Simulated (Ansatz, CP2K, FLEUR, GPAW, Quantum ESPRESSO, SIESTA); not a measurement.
**Code comparison for BaNiF6 (R-3m, 8 atoms in the cell)**

Self-consistent single point, at a second geometry (lattice scaled by 0.98). First geometry:

```xyz
8
Lattice="3.5840 2.0692 2.2784 -3.5840 2.0692 2.2784 0.0000 -4.1385 2.2784" Properties=species:S:1:pos:R:3 pbc="T T T"
Ba     0.0000     0.0000     3.4176
Ni     0.0000     0.0000     0.0000
F      0.0000     2.7363     3.5163
F      0.0000    -2.7363     3.3189
F     -2.3697    -1.3682     3.5163
F      2.3697     1.3682     3.3189
F      2.3697    -1.3682     3.5163
F     -2.3697     1.3682     3.3189
```

Shared settings, as Ansatz (a quantum-chemistry and plane-wave program) writes them: kpoints.mp_grid.grid = 4 4 4; scf.occupations.method = fermi_dirac; scf.occupations.width = 0.05 eV. Potentials and cutoffs stand in the table.

```json
[
 {"code": "Quantum ESPRESSO", "model": "LDA (PZ), GBRV 1.5 ultrasoft (LDA) pseudopotentials", "ΔF from the first geometry (meV/atom)": "29.0", "pressure (GPa)": "10.81", "largest force (eV/Å)": "1.389", "gap on the mesh (eV)": "1.730", "cutoff": "50 Ry"},
 {"code": "SIESTA", "model": "LDA PW92, numerical atomic orbitals DZP, PseudoDojo LDA standard norm-conserving potentials (rewritten from UPF to PSML)", "ΔF from the first geometry (meV/atom)": "32.0", "pressure (GPa)": "11.77", "largest force (eV/Å)": "1.689", "gap on the mesh (eV)": "1.556", "cutoff": "grid 400 Ry"},
 {"code": "FLEUR", "model": "LDA (Perdew-Zunger), all-electron FLAPW (FLEUR), scalar-relativistic valence", "ΔF from the first geometry (meV/atom)": "15.9", "pressure (GPa)": "–", "largest force (eV/Å)": "1.202", "gap on the mesh (eV)": "1.594", "cutoff": "Kmax 4.8 1/bohr"},
 {"code": "Ansatz", "model": "LDA (PW92), PAW files made with PBE", "ΔF from the first geometry (meV/atom)": "22.2", "pressure (GPa)": "8.47", "largest force (eV/Å)": "1.234", "gap on the mesh (eV)": "1.663", "cutoff": "420 eV"},
 {"code": "CP2K", "model": "LDA (Pade form), GPW, DZVP-MOLOPT-SR-GTH basis, GTH-PADE potentials (GTH_POTENTIALS)", "ΔF from the first geometry (meV/atom)": "31.1", "pressure (GPa)": "11.45", "largest force (eV/Å)": "1.338", "gap on the mesh (eV)": "1.616", "cutoff": "grid 600 Ry"},
 {"code": "GPAW", "model": "LDA (Perdew-Wang 92), GPAW PAW datasets LDA (gpaw-data 1.0.1)", "ΔF from the first geometry (meV/atom)": "28.3", "pressure (GPa)": "–", "largest force (eV/Å)": "1.340", "gap on the mesh (eV)": "1.742", "cutoff": "950 eV"}
]
```

For Ansatz (by 0.7 GPa) the energy change implies a higher mean pressure, against the two pressures, than for the other programs: a sign of finite-basis (Pulay) stress.

A dash marks a value that a program does not give, or that is left out as unsure.

Gaps are read on the mesh.

The spread over the programs that give each value: ΔF from the first geometry within 16.1 meV/atom; pressure within 3.30 GPa; largest force within 0.487 eV/Å; gap on the mesh within 0.186 eV.

SIESTA and CP2K use small atom-centred bases, whose incompleteness enters pressures, forces and empty levels differently from a plane-wave cutoff. FLEUR treats all electrons, but the usual bases taken here (sphere radii, linearisation, local orbitals, empty states) were not tested for convergence, so the values are no reference for the others. Ansatz's pressure is given at a fixed set of plane waves, as the other plane-wave codes print theirs; with its correction for the finite basis it is 9.19 GPa (the shift of 0.72 GPa shows how far the cutoff is from converged). The pressure of GPAW is left out: its cutoff lies under the one at which its stress was checked. The same LDA comes in different parametrisations, which differ slightly. In the gap, SIESTA (by 0.173) and FLEUR (by 0.135) lie more than 0.12 eV from the median of the plane-wave programs. In the force vectors, SIESTA (by 0.350), FLEUR (by 0.144) and Ansatz (by 0.106) lie more than 0.08 eV/Å from the median of the plane-wave programs.

The starting cell comes from a database of computed structures (which also holds hypothetical and non-ambient phases and stackings), without a prior relaxation at this level. Its lattice was rescaled by a random factor within 2.5 % of one. For this run, on top of that: lattice scaled by 0.98.

Keys are those of Ansatz 0.2.
